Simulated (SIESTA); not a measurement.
A self-consistent single point of Cd (P6_3/mmc, 4 atoms in the cell) with SIESTA.

Method of the run: SIESTA 5.4.2 with LDA PW92, numerical atomic orbitals TZP, PseudoDojo LDA standard norm-conserving potentials (rewritten from UPF to PSML).

```
CELL_PARAMETERS angstrom
      3.18870     0.00000     0.00000
     -1.59435     2.76150     0.00000
      0.00000     0.00000    10.25967
ATOMIC_POSITIONS crystal
  Cd 0.00000 0.00000 0.00000
  Cd 0.00000 0.00000 0.50000
  Cd 0.33333 0.66667 0.25000
  Cd 0.66667 0.33333 0.75000
```

Reference input (self-consistent single point, DFT, GGA PBE, numerical atomic orbitals TZP, PseudoDojo PBE standard norm-conserving potentials (rewritten from UPF to PSML)): XC.functional = GGA; XC.authors = PBE; potentials = PseudoDojo PBE standard; PAO.BasisSize = TZP; PAO.EnergyShift = 0.005 Ry; MeshCutoff = 300 Ry; kgrid.MonkhorstPack = 8 8 3; OccupationFunction = MP; OccupationMPOrder = 0; ElectronicTemperature = 0.1 eV; MaxSCFIterations = 150; SCF.Mixer.Method = Broyden. This run's input differs from it in these lines:

```diff
@@ -1,2 +1,2 @@
-# files in the folder: Cd.psml (PseudoDojo PBE standard)
+# files in the folder: Cd.psml (PseudoDojo LDA standard)
 SystemName  Cd
@@ -23,4 +23,4 @@
 
-XC.functional                GGA
-XC.authors                   PBE
+XC.functional                LDA
+XC.authors                   PW92
 PAO.BasisSize                TZP
```

Output (repeated stretches shortened):

```
        iscf     Eharris(eV)        E_KS(eV)     FreeEng(eV)     dDmax    Ef(eV) dHmax(eV)
   scf:    1   -19056.497087   -19071.613051   -19071.621147  1.238610 -2.053577  7.424293
   scf:    2   -19077.999960   -19075.212739   -19075.220824  0.251771 -2.387467  3.195354
   scf:    3   -19076.362989   -19075.981984   -19075.991378  0.171346 -2.618504  0.170066
   scf:    4   -19075.982652   -19075.982759   -19075.992206  0.009217 -2.643771  0.038684
   scf:    5   -19075.980662   -19075.981845   -19075.991344  0.006966 -2.685241  0.134231
   [... 2 lines left out ...]
   scf:    8   -19075.983028   -19075.982985   -19075.992450  0.000788 -2.679196  0.014818
   scf:    9   -19075.983009   -19075.982998   -19075.992461  0.000356 -2.678812  0.007763
   scf:   10   -19075.983009   -19075.983004   -19075.992465  0.000400 -2.678348  0.000264
   scf:   11   -19075.983005   -19075.983005   -19075.992465  0.000013 -2.678382  0.000165
SCF Convergence by DM+H criterion
max |DM_out - DM_in|         :     0.0000129541
max |H_out - H_in|      (eV) :     0.0001650360
SCF cycle converged after 11 iterations

Using DM_out to compute the final energy and forces

siesta: E_KS(eV) =           -19075.9830

siesta: E_KS - E_eggbox =    -19075.9830

siesta: Atomic forces (eV/Ang):
     1    0.000000   -0.000000    0.000000
     2    0.000000   -0.000000   -0.000000
     3    0.000001   -0.000001   -0.000000
     4   -0.000001    0.000001   -0.000000
   Tot    0.000000   -0.000000   -0.000000
   Max    0.000001
   Res    0.000000    sqrt( Sum f_i^2 / 3N )
   Max    0.000001    constrained

Stress tensor Voigt[x,y,z,yz,xz,xy] (kbar):       96.37       96.37       94.73        0.00        0.00       -0.00
(Free)E + p*V (eV/cell)   -19081.3959
   [... lines left out ...]
siesta: FreeEng =    -19075.992465
   [... lines left out ...]
siesta:     0.060152   -0.000000    0.000000
siesta:    -0.000000    0.060152   -0.000000
siesta:     0.000000    0.000000    0.059128

siesta: Cell volume =         90.342591 Ang**3

siesta: Pressure (static):
siesta:                Solid            Molecule  Units
siesta:          -0.00065142         -0.00065142  Ry/Bohr**3
siesta:          -0.05981098         -0.05981097  eV/Ang**3
siesta:         -95.82774731        -95.82773483  kBar
```

The run converged in 11 iterations. Against the reference run the pressure goes from -2.36 to -9.58 GPa.

The starting cell was generated: these elements placed on a structure prototype, without a prior relaxation; it need not be a known phase or ordering of this composition. Its lattice was rescaled by a random factor within 2.5 % of one. Values carry the incompleteness of an atom-centred basis. With a pressure of about -10 GPa the cell is away from its equilibrium volume at this level.
